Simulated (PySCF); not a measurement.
PySCF 2.14.0, R2SCAN/def2-svp, df: Al(H)(NMe2)(SH) (C[N](C)[AlH][SH]), 13 atoms. The geometry is a generated start, not checked to be a minimum at this level.

| Property | Result |
|---|---|
| task | energy |
| method | r2scan |
| basis | def2-svp |
| two-electron scheme | density fitting |
| mol.max_memory | 3000 MB |
| mf.max_cycle | 100 |
| mf.init_guess | minao (default) |
| mf.DIIS | CDIIS (default) |
| mf.conv_tol | 1e-09 (default) |
| mf.grids.level | 3 (default) |
| basis functions | 118 |
| grid points | 158664 |

```xyz
13

Al    -1.1625     0.6279    -0.7312
H     -2.3638    -0.2004    -1.1890
N      0.1758    -0.2200     0.1011
C      1.3254     0.3909     0.7466
C      0.1956    -1.6713     0.1727
H      1.3626     0.1306     1.8102
H      2.2623     0.0643     0.2828
H      1.2488     1.4754     0.6550
H      1.0426    -2.0872    -0.3828
H      0.2651    -2.0126     1.2107
H     -0.7301    -2.0534    -0.2604
S     -1.1468     2.7803    -1.1347
H     -2.4750     2.7755    -1.2811
```

One run each on 2 threads, 1 BLAS thread. Values of diis_space tried: 3, 5, 8 (default), 12, 20.

Question: Predict the course of the Fock builds along this series.

Answer: Fewest Fock builds, within one of each other: 5 with 13, 8 (default) with 12, 12 with 12, 20 with 12. The count rises to 18 at 3. All converge to one solution.

```tsv
diis_space	Fock builds	end
3	18	same solution
5	13	same solution
8 (default)	12	same solution
12	12	same solution
20	12	same solution
```
